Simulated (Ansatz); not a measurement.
Data:

```
CELL_PARAMETERS angstrom
      4.09002     0.00000     0.00000
     -2.04501     3.54207     0.00000
      0.00000     0.00000     6.65538
ATOMIC_POSITIONS crystal
  Cd 0.33333 0.66667 0.99925
  Cd 0.66667 0.33333 0.49925
  S  0.33333 0.66667 0.37575
  S  0.66667 0.33333 0.87575
```

Computed with PBE with spin-orbit coupling, rigid bands (plane waves, PAW; Ansatz, an electronic-structure program). Condition of this run: hydrostatic pressure of 1.6 GPa (compression positive) (the target of the relaxation). Geometry: cell and atoms relaxed with PBEsol, then loaded as said.

**Question.** Predict the hole conductivity mass (n e² τ/σ) at 300 K, by direction if it differs.

**Answer.** 1.14 (x), 1.14 (y), 1.50 (z) mₑ.

**Question.** Predict the electron conductivity mass (n e² τ/σ) at 300 K, by direction if it differs.

**Answer.** 0.153 (x), 0.153 (y), 0.142 (z) mₑ.

**Question.** And the band gap?

**Answer.** 1.28 eV at this level; semilocal functionals usually fall short of the measured gap.

Rigid bands, one relaxation time for all states, no polarons. Geometry: cell and atoms relaxed with PBEsol.
